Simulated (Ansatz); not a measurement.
**Ge2Sb2Te5 (model structure, P3m1, No. 156, 9 atoms in the cell): lattice parameter a by level of theory**

No measured value is used here.

```json
[
 {"level (code)": "LDA (Ansatz)", "value (Å)": "4.187"},
 {"level (code)": "PBE (Ansatz)", "value (Å)": "4.282"},
 {"level (code)": "PBE-D3(BJ) (Ansatz)", "value (Å)": "4.246"},
 {"level (code)": "r²SCAN (Ansatz)", "value (Å)": "4.244"},
 {"level (code)": "r²SCAN+rVV10 (Ansatz)", "value (Å)": "4.226"}
]
```

PBE-D3(BJ): a distance lies near a switch of the dispersion term, which can move the cell. Cutoffs differ between the levels. Ansatz's density-functional and Hartree–Fock values are scalar-relativistic unless marked +SOC, with PAW data made under PBE.

A model structure was made by putting elements into a prototype or built by hand; it is no filed structure, need not be a known phase, and can be a saddle point held by its symmetry.

Ansatz is a program for electronic structure.
